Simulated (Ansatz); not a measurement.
TiSnO4 (model structure, started from the HfGeO4 type, I4₁/a, No. 88, 12 atoms in the cell) was calculated with PBEsol+SOC (PAW; Ansatz, an electronic-structure program).

Settings: plane-wave cutoff 520 eV, 8×8×8 k mesh, Fermi–Dirac smearing 0.01 eV, PAW data made under PBE.

Cell (relaxed with PBEsol):

```cif
data_O8Sn2Ti2
_chemical_formula_sum 'Sn2 Ti2 O8'
_space_group_name_H-M_alt 'P 1'
_space_group_IT_number 1
_cell_length_a 6.32860
_cell_length_b 6.32860
_cell_length_c 6.32860
_cell_angle_alpha 134.384
_cell_angle_beta 134.384
_cell_angle_gamma 66.489
loop_
_space_group_symop_operation_xyz
  'x, y, z'
loop_
_atom_site_label
_atom_site_type_symbol
_atom_site_fract_x
_atom_site_fract_y
_atom_site_fract_z
_atom_site_occupancy
Sn1 Sn 0.50000 0.50000 0.00000 1
Sn2 Sn 0.25000 0.75000 0.50000 1
Ti1 Ti 0.00000 0.00000 0.00000 1
Ti2 Ti 0.75000 0.25000 0.50000 1
O1 O 0.09295 0.54344 0.96635 1
O2 O 0.29344 0.82710 0.95049 1
O3 O 0.57710 0.12661 0.03365 1
O4 O 0.87661 0.34295 0.04951 1
O5 O 0.65705 0.70656 0.53365 1
O6 O 0.45656 0.42290 0.54951 1
O7 O 0.17290 0.12339 0.46635 1
O8 O 0.87339 0.90705 0.45049 1
```

**Question.** Predict the band gap and smallest direct gap on the k points sampled.

**Answer.** 
* **band gap**: 2.17 eV (indirect)
* **smallest direct gap on the k points sampled**: 2.27 eV

Note: the relaxation could raise the start's symmetry but not lower it, so the cell can be a saddle point.

Static lattice: no zero-point or thermal effects.

Computing time: about 9 core-minutes (a rough figure).

A model structure was made by putting elements into a prototype or built by hand; it is no filed structure, need not be a known phase, and can be a saddle point held by its symmetry.
